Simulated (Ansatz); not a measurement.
Reference: MgTe (P6_3mc), PBEsol, rigid bands (plane waves, PAW, scalar-relativistic; Ansatz, an electronic-structure program); axes and stresses refer to this cell.

```
MgTe
1.0
    4.56100     0.00000     0.00000
   -2.28050     3.94994     0.00000
    0.00000     0.00000     7.41100
Mg Te
2 2
Direct
  0.33333   0.66667   0.99658
  0.66667   0.33333   0.49658
  0.33333   0.66667   0.37342
  0.66667   0.33333   0.87342
```

- electron mass along x = 0.183 mₑ
- Seebeck coefficient, n-type 1e19 cm⁻³ = -103 μV/K
- electron mass along z = 0.164 mₑ

Question: Change: spin-orbit coupling switched on. What happens to electron mass along x, Seebeck coefficient, n-type 1e19 cm⁻³, electron mass along z?

Answer: electron mass along x moves little, to 0.180 mₑ; Seebeck coefficient, n-type 1e19 cm⁻³ moves little, to -102 μV/K; electron mass along z moves little, to 0.161 mₑ.

Masses are for dilute carriers at 300 K, harmonic means over directions unless an axis is named. Seebeck coefficients are for the stated density at 300 K, with one relaxation time for all states and whether or not that doping can be reached. Spin-orbit coupling is left out unless a row names it; without it the gap and masses of crystals with these elements can be far off.
